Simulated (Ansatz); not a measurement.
In2Bi (P6₃/mmc, No. 194, 6 atoms in the cell; start mp-23188), treated with PBEsol (plane waves, PAW; Ansatz, a first-principles code).

Run with plane-wave cutoff 520 eV, 12×12×10 k mesh (along the axes of the cell as run), Fermi–Dirac smearing 0.05 eV, scalar-relativistic PAW data made under PBE.

Cell (relaxed at this level):

```
BiIn2
1.0
    5.44686     0.00000     0.00000
   -2.72343     4.71712     0.00000
    0.00000     0.00000     6.50552
In Bi
4 2
Direct
  0.00000   0.00000   0.00000
  0.00000   0.00000   0.50000
  0.66667   0.33333   0.25000
  0.33333   0.66667   0.75000
  0.66667   0.33333   0.75000
  0.33333   0.66667   0.25000
```

### Question
What does this level give for the bulk modulus B0?

### Answer

bulk modulus B0: 45.7 GPa

The run finds no gap.

Note: the bulk modulus is −V dP/dV from two relaxed cells at ±2 % in volume; the relaxation could not lower the start's symmetry, so the cell can be a saddle point above a distorted one.

Spin–orbit coupling is not included; it can shift volumes and moduli of such heavy elements.

Computed values are for the static lattice.

A start named mp-… is a Materials Project structure, which need not be a measured phase.
